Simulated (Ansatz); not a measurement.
PBE against PBEsol: hypothetical diamond Ru

The parent structure is Ru in the diamond structure (space group Fd-3m, No. 227; a = 5.455 Å; a hypothetical phase, not in the database extracts checked).

(Cell as relaxed with PBE.)

Levels (all Ansatz, an electronic-structure program, PAW): PBE (420 eV, scalar-relativistic without spin-orbit coupling); PBEsol (420 eV, no spin-orbit coupling).

Each level relaxes its own structure.

```csv
quantity,PBE,PBEsol
volume per atom,20.29 Å³,?
lattice parameter a,5.455 Å,?
band gap,zero,?
```

Given the PBE results, estimate those of PBEsol.


- volume per atom, PBEsol: 19.58 Å³
- lattice parameter a, PBEsol: 5.391 Å
- band gap, PBEsol: zero

PBE's volume per atom lies 0.704 Å³ above PBEsol's (3.6 %); PBE's lattice parameter a lies 0.064 Å above PBEsol's (1.2 %); the two agree on the band gap. Neither level is exact; PBEsol is the comparison here, not a measurement.

No phonon test of stability was made. All final runs are without spin polarisation.
